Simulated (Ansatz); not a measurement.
# LiTaS2: pressure series

Consider LiTaS2 (space group P6_3/mmc, No. 194; a = 3.348 Å, c = 12.916 Å; a cell from a computed database, its experimental status unchecked).

Cell and atoms are relaxed at each pressure.

The values are results of Kohn–Sham DFT with the r2SCAN functional, run in Ansatz (a program for electronic structure) with PAW and 500 eV plane waves, without spin-orbit coupling, earlier PAW set, not measurements.

```tsv
pressure (GPa)	volume per atom (Å³/atom)
-1	15.858
0	15.676
0.9	?
2.1	15.329
4.5	14.979
9	14.423
15	13.823
22.5	13.220
30	12.726
```

**Question.** Fit the third-order Birch–Murnaghan form P(V) = (3B₀/2)[(V₀/V)^(7/3) − (V₀/V)^(5/3)]·[1 + (3/4)(B₀′ − 4)((V₀/V)^(2/3) − 1)] (squares taken in P) to the rows shown and predict the withheld row.

**Answer.** Least squares on the printed values gives V₀ = 15.675 Å³/atom, B₀ = 89.6 GPa, B₀′ = 4.5; this predicts 15.522 Å³/atom, and the run gives 15.521 Å³/atom, in agreement.

Load acts through the strain it causes; cell and atoms are relaxed under it. No phonon test of stability was made. Competing high-pressure phases were not computed.
